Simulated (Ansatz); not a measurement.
Reference: Li$_{3}$Ge (Fm-3m), PBEsol, DFPT electron-phonon coupling, linearised Boltzmann equation (plane waves, PAW, scalar-relativistic; Ansatz, an electronic-structure program); geometry: relaxed with this functional, without spin-orbit coupling.

```yaml
crystal:
  lattice:
    - [0.00000, 3.08039, 3.08039]
    - [3.08039, 0.00000, 3.08039]
    - [3.08039, 3.08039, 0.00000]
  atoms:
    - { symbol: Li, position: [0.25000, 0.25000, 0.25000] }
    - { symbol: Li, position: [0.75000, 0.75000, 0.75000] }
    - { symbol: Li, position: [0.50000, 0.50000, 0.50000] }
    - { symbol: Ge, position: [0.00000, 0.00000, 0.00000] }
```

The resistivity at 300 K comes out as 13.9 μΩ·cm and the mean free path at 300 K is 8.7 nm. The electron-phonon coupling λ is 0.45 and the logarithmic mean phonon energy is 17.9 meV.

**Question.** Swap Ge for Sn, keeping the structure type. How do these values move?

**Answer.** Li$_{3}$Sn (Fm-3m): volume per atom 14.6 to 17.2 Å³; resistivity at 300 K stays about the same (13.9 μΩ·cm to 13.9 μΩ·cm); mean free path at 300 K stays about the same (8.7 nm to 9.6 nm); electron-phonon coupling λ stays about the same (0.45 to 0.42); logarithmic mean phonon energy falls (17.9 meV to 14.8 meV).

**Question.** Swap Ge for Pt, keeping the structure type. How do these values move?

**Answer.** Li3Pt (Fm-3m): volume per atom 14.6 to 13.5 Å³; resistivity at 300 K stays about the same (13.9 μΩ·cm to 13.0 μΩ·cm); mean free path at 300 K rises (8.7 nm to 10.0 nm); electron-phonon coupling λ falls (0.45 to 0.37); logarithmic mean phonon energy falls (17.9 meV to 10.2 meV).

**Question.** Replace Ge by Cd on the same sites and relax. What happens?

**Answer.** Li$_{3}$Cd (Fm-3m): volume per atom 14.6 to 17.7 Å³; resistivity at 300 K rises (13.9 μΩ·cm to 16.3 μΩ·cm); mean free path at 300 K falls (8.7 nm to 6.3 nm); electron-phonon coupling λ rises (0.45 to 0.62); logarithmic mean phonon energy falls (17.9 meV to 9.4 meV).

Moves up to 11 % count as about the same. Metals; harmonic phonons alone scatter; means over directions. The mean free path is weighted by the current that each state carries. Halving the electron mesh moves these values by up to 7 %; q meshes are mostly untested. Some of the runs warned that the eigensolver left states short of its tolerance. Spin-orbit coupling is left out.

Computed structure with no diffraction record at hand here (it may be known, metastable or hypothetical): Li3Cd (Fm-3m), Li3Ge (Fm-3m), Li3Pt (Fm-3m), Li3Sn (Fm-3m). The missing spin-orbit coupling matters most for Li3Pt (Fm-3m).
